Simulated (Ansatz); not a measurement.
The parent structure is GaCuSe2 in the chalcopyrite structure (space group I-42d, No. 122).

```yaml
crystal:
  lattice:
    - [-2.78502, 2.78502, 5.53739]
    - [2.78502, -2.78502, 5.53739]
    - [2.78502, 2.78502, -5.53739]
  atoms:
    - { symbol: Ga, position: [0.50000, 0.50000, 0.00000] }
    - { symbol: Ga, position: [0.25000, 0.75000, 0.50000] }
    - { symbol: Cu, position: [0.00000, 0.00000, 0.00000] }
    - { symbol: Cu, position: [0.75000, 0.25000, 0.50000] }
    - { symbol: Se, position: [0.87500, 0.88320, 0.50820] }
    - { symbol: Se, position: [0.11680, 0.62500, 0.99180] }
    - { symbol: Se, position: [0.37500, 0.36680, 0.49180] }
    - { symbol: Se, position: [0.63320, 0.12500, 0.00820] }
```

Cartesian axes are those of the cell as printed.

Computed with PBEsol in Ansatz (plane waves to 420 eV, PAW, no spin-orbit coupling).

Strains are applied to the cell and any free atomic positions relax; under biaxial strain the out-of-plane vector relaxes too.

One change was made to it. Results:

The band gap goes up by 0.04 eV, from 0.12 eV to 0.16 eV; the energy grows by 0.6 meV/atom; the valence-band top at Γ (three highest levels, from the VBM) goes from 0.00, -0.09, -0.09 eV to 0.00, -0.05, -0.05 eV.

Task: Which of these changes matches the shifts?
(A) biaxial strain −2.25 %, plane normal [001], relaxed out of plane
(B) biaxial strain −3.00 %, plane normal [001], relaxed out of plane
(C) biaxial strain −1.50 %, plane normal [001], relaxed out of plane
(D) biaxial strain −0.75 %, plane normal [001], relaxed out of plane

Result: D, biaxial strain −0.75 %, plane normal [001], relaxed out of plane. For comparison, the energy relative to the base in the other runs: biaxial strain −1.50 %, plane normal [001], relaxed out of plane gives +2.6 meV/atom; biaxial strain −2.25 %, plane normal [001], relaxed out of plane gives +6.0 meV/atom; biaxial strain −3.00 %, plane normal [001], relaxed out of plane gives +11 meV/atom.

Stability against distortions was not tested. The final runs are not spin-polarised. A zero or small gap of GaCuSe2 can be the functional's error rather than a property of the material.

Ansatz is a program for electronic structure.
